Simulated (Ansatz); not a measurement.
Given:

End structure of a constructed model of the (0001) surface of hcp Ti, (√3x√3)R30° layer of Te, one a cell, on the site that continues the host's stacking (bottom of the slab: a bare face, its two planes held):

```
CELL_PARAMETERS angstrom
      4.40796     2.54493     0.00000
     -4.40796     2.54493     0.00000
      0.00000     0.00000    30.50000
ATOMIC_POSITIONS crystal
  Ti 0.33333 0.00000 0.26683
  Ti 0.66667 0.66667 0.26683
  Ti 0.00000 0.33333 0.26683
  Ti 0.33333 0.33333 0.34309
  Ti 0.66667 0.00000 0.34309
  Ti 0.00000 0.66667 0.34309
  Ti 0.33333 0.00000 0.42024
  Ti 0.66667 0.66667 0.42019
  Ti 0.00000 0.33333 0.42019
  Ti 0.33333 0.33387 0.49651
  Ti 0.66720 0.00000 0.49651
  Ti 0.99947 0.66613 0.49651
  Ti 0.33333 0.00000 0.57371
  Ti 0.66667 0.66667 0.57321
  Ti 0.00000 0.33333 0.57321
  Ti 0.33333 0.33280 0.64742
  Ti 0.66614 0.00000 0.64742
  Ti 0.00053 0.66720 0.64742
  Te 0.33333 0.00000 0.71936
```

Set-up: 19 atoms, 14.2 Å thick at the start; mesh 9x9x1; 0.1 eV smearing; dipole correction on; 6 atoms held, the rest relaxed; start symmetry kept, larger cells not searched; no spin, no spin-orbit, no U. It is one candidate, not shown to be the stable structure of the face.

Q: What work function of the top face does PBE in Ansatz (a first-principles code) give?

A: 4.46 eV
